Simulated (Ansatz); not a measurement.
The structure below was relaxed with PBEsol (Ansatz, an electronic-structure program), spin-orbit coupling left out, at pressure 10 GPa.

Space group Pm-3m (No. 221); a = 2.9301 Å, b = 2.9301 Å, c = 2.9301 Å, α = 90.00°, β = 90.00°, γ = 90.00°

```json
[
 {"atom": "Al", "site": "1a", "symmetry": "m-3m", "x": "0.0000", "y": "0.0000", "z": "0.0000"},
 {"atom": "Rh", "site": "1b", "symmetry": "m-3m", "x": "0.5000", "y": "0.5000", "z": "0.5000"}
]
```

**Question.** Write out a cell with all atoms.

**Answer.** 
```xyz
2
Lattice="2.9301 0.0000 0.0000 0.0000 2.9301 0.0000 0.0000 0.0000 2.9301" Properties=species:S:1:pos:R:3 pbc="T T T"
Al     0.0000     0.0000     0.0000
Rh     1.4650     1.4650     1.4650
```
This is the conventional cell.

Load acts through the strain it causes; cell and atoms are relaxed under it. Stability against distortions was not tested. No other phases were tried under pressure. The final runs are not spin-polarised. The cell was made from AlRh in the CsCl type structure (space group Pm-3m, No. 221; a cell from a computed database, its experimental status unchecked) by this change: pressure 10 GPa.
